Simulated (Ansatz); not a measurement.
For Ag (model structure, I4₁/amd, No. 141, 2 atoms in the cell), LDA (plane waves, PAW; Ansatz, a program for electronic structure) gives:

* **lattice constant a**: 5.129 Å
* **c axis length**: 2.682 Å
* **bulk modulus B0**: 114 GPa
* **cohesive energy**: 3.33 eV/atom

Q: What does r²SCAN (Ansatz, PAW) give for the same quantities?

A: 
- lattice constant a: 5.264 Å (goes up by 2.6 %)
- lattice parameter c: 2.752 Å (increases by 2.6 %)
- bulk modulus: 85.8 GPa (drops by 25 %)
- cohesive energy: 2.63 eV/atom (drops by 0.70 eV/atom)

Changes are worked out from the printed values.

Unless a cell is named, each level is at its own relaxed cell (LDA 17.64, r²SCAN 19.06 Å³/atom).

Caveats: the bulk modulus is −V dP/dV from two relaxed cells at ±2 % in volume (LDA, r²SCAN). Ansatz's density-functional and Hartree–Fock values are scalar-relativistic unless marked +SOC, with PAW data made under PBE.

A model structure was made by putting elements into a prototype or built by hand; it is no filed structure, need not be a known phase, and can be a saddle point held by its symmetry.
